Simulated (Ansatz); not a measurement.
Take C in the diamond structure (space group Fd-3m, No. 227; a = 3.560 Å) as the base. Axes: x, y, z lie along the cube axes.

Level of theory: r2SCAN (Ansatz, a quantum-chemistry and plane-wave program; PAW; 500 eV plane waves; spin-orbit coupling left out).

Base values:

The pressure is 0.00 GPa and the valence-band top at Γ is 0.00, 0.00, 0.00 eV.

Perturbation: strain tensor (xx, yy, zz, yz, xz, xy) = (−1.25, −2.10, −1.21, −0.75, +0.12, −1.59) %; the atoms relax in the strained cell.

**Question.** How does this affect the pressure, valence-band top at Γ and energy relative to the base?

**Answer.** The pressure (mean of the normal stresses, compression positive) goes from zero to 23.20 GPa; the valence-band top at Γ (three highest levels, from the VBM) changes from 0.00, 0.00, 0.00 eV to 0.00, -0.19, -0.23 eV; the energy grows by 32 meV/atom.

The levels and masses belong to the bands next to the band gap. Stability against distortions was not tested.
